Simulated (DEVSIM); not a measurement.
System: Mo/SiO2/p-Ge capacitor, at 400 K.

Layer 1 from the left is SiO2, thickness (nm) 6.20. Layer 2 from the left is Ge, thickness (nm) 11000, Na (cm⁻³) 2.7e15.

Metal gate on the left, work function 4.6 eV. Fixed charge at the semiconductor interface 3.1e10 cm⁻² (in units of +e); no interface traps.

This is a model device: material constants are rounded textbook-type values typed into the input, and sizes, dopings and lifetimes were drawn at random. Values at 300 K; Nc and Nv go as T^1.5, mobilities as T to minus their exponent, the gap by Varshni's rule with the affinity fixed.

SiO2: gap (eV) 9, affinity (eV) 0.9, permittivity 3.9. Ge: gap (eV) 0.664, affinity (eV) 4, permittivity 16, Nc (cm⁻³) 1.04e19, Nv (cm⁻³) 6e18, Varshni α (eV/K) 0.000477, Varshni β (K) 235.

Task: Estimate by hand the flat-band voltage, the threshold voltage, and compare with a numerical solution.

Result: 
- Flat-band voltage: C = 0.557 μF/cm², work-function difference 0.249 V; VFB = φms − qNf/C = 0.24 V; numerical 0.24 V.
- Threshold voltage: φF = 0.029 V, depletion charge √(4εqNφF) = 8.44e-9 C/cm²; VT = VFB + 2φF + Qd/C = 0.31 V; numerical 0.31 V.

DEVSIM, 1D Poisson equation in equilibrium, Boltzmann statistics, complete ionisation; no quantum confinement or tunnelling. Metal contacts follow the ideal Schottky-Mott rule: no Fermi-level pinning, no interface dipoles.
